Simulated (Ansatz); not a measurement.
The parent structure is BAs in the zinc blende structure (space group F-43m, No. 216; a = 4.732 Å). Axes: x, y, z lie along the cube axes.

All numbers come from plane-wave PAW DFT at the LDA level (Ansatz, a quantum-chemistry and plane-wave program, 420 eV), without spin-orbit coupling.

Before the change:

```
Item                  Result
-------------------  -------
Band gap             1.11 eV
Smallest direct gap  3.29 eV
```

One thing is altered: a pure shear with ε_xy = ε_yx = 0.0114, atoms relaxed at fixed cell.

Q: What does the calculation give for the band gap, energy relative to the base and smallest direct gap after the change?

A: The band gap drops by 0.16 eV to 0.95 eV; the energy grows by 3.4 meV/atom; the smallest direct gap drops by 0.28 eV (3.29 eV → 3.01 eV).

The cells carry an imposed strain or load. No phonon test of stability was made.
